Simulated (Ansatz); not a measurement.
Base system: CsGeI3 (space group R3m, No. 160; a = 8.447 Å, c = 10.844 Å (hexagonal axes)).

Calculations: plane-wave PAW DFT at the r2SCAN level (Ansatz, a first-principles code, 500 eV), spin-orbit coupling left out.

One change was made to it. Results:

| quantity | base | after |
|---|---|---|
| band gap | 1.16 eV | zero |
| volume per atom | 44.67 Å³ | 51.72 Å³ |
| c/a ratio | 1.284 | 1.145 |

**Question.** Which change produced these results?
A) Ge → Si
B) Cs → La
C) I → Cl

**Answer.** B, Cs → La. For comparison, the band gap in the other runs: I → Cl gives 2.38 eV; Ge → Si gives 0.73 eV.

Spin-orbit coupling, missing from the scalar runs, can matter with I. Whether these cells are dynamically stable was not tested. As relaxed here, LaGeI3 is a hypothetical phase, not in the database extracts checked. For CsGeCl3 and CsSiI3 in this form, whether it has been made was not checked. The base started in Cm and relaxed to R3m at this level. The final runs are not spin-polarised.
